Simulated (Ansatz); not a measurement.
Structure of amorphous In24O38Ti (periodic cell):

```xyz
63
Lattice="9.5345 -0.1665 0.0051 -0.1665 9.8544 -0.0331 0.0051 -0.0331 9.4709" Properties=species:S:1:pos:R:3 pbc="T T T"
In     1.0113     5.1835     8.0275
In     0.2367     4.5833     1.8502
In     4.2132     8.0996     5.5092
In     6.8107     5.7945     0.5189
In     4.4852     0.2256     2.1987
In     4.9964     4.8178     6.9486
In     9.4397     3.1561     4.9226
In     3.6025     3.7208     0.0765
In     0.9502     8.7012     6.8675
In     6.9789     8.1165     3.1326
In     3.4997     2.9627     3.6828
In     1.0060     1.5471     0.0989
In     0.7832     0.6178     3.3189
In     7.6536     2.9185     7.7682
In     6.4587     4.8341     3.8385
In     7.3890     1.9358     1.9883
In     0.8067     6.8711     4.2637
In     6.2893     1.2153     5.0159
In     7.2980     9.4583     8.9978
In     7.7608     6.6927     6.5613
In     5.0025     0.9784     8.1053
In     3.4866     6.4610     2.4019
In     0.2528     7.7186     0.6026
In     2.4630     2.1328     6.8118
O      4.6622     5.9634     9.0641
O      5.4641     3.1280     8.3940
O      0.3966     6.5859     6.4161
O      0.0684     3.5498     7.0424
O      4.6907     4.2754     4.8831
O      7.8814     0.2571     3.5431
O      9.3793     2.3439     2.7510
O      0.7078     8.9486     4.7314
O      7.5757     7.8458     1.0548
O      0.9906     0.8213     7.5421
O      0.4325     9.7149     1.2414
O      5.2824     8.7230     8.3519
O      1.2486     6.6934     2.1506
O      7.3497     3.2094     5.1770
O      0.7506     4.8310     3.8696
O      6.9850     0.9632     7.0788
O      7.3920     4.1766     1.9678
O      1.9397     6.9719     8.8775
O      1.7583     2.2621     4.8498
O      5.2142     9.1276     3.9815
O      5.6675     6.6965     6.0998
O      3.7183     8.2596     1.1624
O      2.9488     4.2019     7.4676
O      3.5995     4.3677     2.0535
O      5.9983     0.7304     0.7980
O      8.3678     1.6618     9.4552
O      8.5747     8.1822     7.9206
O      7.9119     6.5785     4.3423
O      7.0870     5.0810     7.8016
O      2.9703     6.9590     4.3412
O      2.7427     1.2745     2.5468
O      5.4723     2.0101     3.1922
O      3.0480     8.4492     7.1614
O      9.0183     5.5683     0.1573
O      3.1729     1.6466     8.9978
O      4.3046     1.2229     6.0837
O      1.3770     3.6774     0.2865
O      5.7021     6.3888     2.4917
Ti     3.8099     7.6294     8.8666
```

These are PBE, scalar-relativistic without spin-orbit coupling (plane waves to 420 eV, PAW; Ansatz, an electronic-structure program) values and carry that method's errors.

The cell was made by melting and quenching with the CHGNet potential and then relaxed with DFT. O atoms were pushed apart under 1.9 Å during the dynamics, to hinder bonds among them. The hot cell started wider than the set density and was brought back towards it in steps. It is the lowest in DFT energy of 2 quenches. It is a model cell: composition and starting density were chosen by hand, and all elements were melted together. No dispersion term was used. Its density started from a set value of 6.37 and ended at 6.37 g/cm³. The simulated quench (nominally 330 K/ps over its main leg) is rapid and tends to freeze in more defects than a deposited or slowly cooled glass has. One small periodic cell is one sample of the glass; other quenches scatter about these values. The volume was held where the preparation left it and the shape relaxed, at a PBE pressure of -1.5 GPa (tension). Stress components on the final sampling reach 1.6 GPa.

Bonds are counted up to In-In 3.12 Å, In-O 2.68 Å, In-Ti 3.12 Å, O-O 1.58 Å, O-Ti 2.49 Å, Ti-Ti 3.12 Å. Two cations that share two anions don't count as bonded, nor two that share one unless they lie closer than In-In 3.04 Å, In-Ti 3.04 Å, Ti-Ti 3.04 Å.

Give the coordination numbers, mean bond lengths and angles.


- Mean coordination of In by anions: 5.50 (1 with 4, 10 with 5, 13 with 6)
- Mean coordination of O: 3.61 (15 with 3, 23 with 4)
- Mean coordination of Ti by anions: 5.00 (1 with 5)
- Mean In-O bond: 2.217 Å (spread 0.105 Å, 132 counted)
- Mean O-Ti bond: 1.935 Å (spread 0.066 Å, 5 counted)
- Bond angle at In: mean 104.7°, spread 28.5°
- Bond angle at O: mean 110.8°, spread 16.2°
- Bond angle at Ti: mean 106.3°, spread 23.5°

List the pairs of like atoms that count as bonded by the rules above.

There are none by these rules.
